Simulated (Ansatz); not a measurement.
Take BAs in the zinc blende structure (space group F-43m, No. 216; a = 4.768 Å) as the base. Axes: x, y, z lie along the cube axes.

All numbers come from plane-wave PAW DFT at the PBEsol level (Ansatz, a quantum-chemistry and plane-wave program, 420 eV), scalar-relativistic without spin-orbit coupling.

Now apply this change: tensor shear ε_xy = +1.71 % (engineering shear γ = 0.0342), atoms relaxed at fixed cell.

**Question.** Predict the stress tensor and what it implies for the stiffness.

**Answer.** Stress of the strained cell less that of the base (GPa, compression positive):
```
   0.19   -5.14    0.00
  -5.14    0.19    0.00
   0.00    0.00   -0.03
```

Then −Δσ/γ with γ = 2ε = 0.0342 gives secant stiffness values (nonlinear terms included at this strain): C66 ≈ 150 GPa.

As a check, the harmonic strain energy −½ V₀ Δσ:ε is 7.4 meV/atom; the computed energy rise is 7.4 meV/atom.

Stability against distortions was not tested.
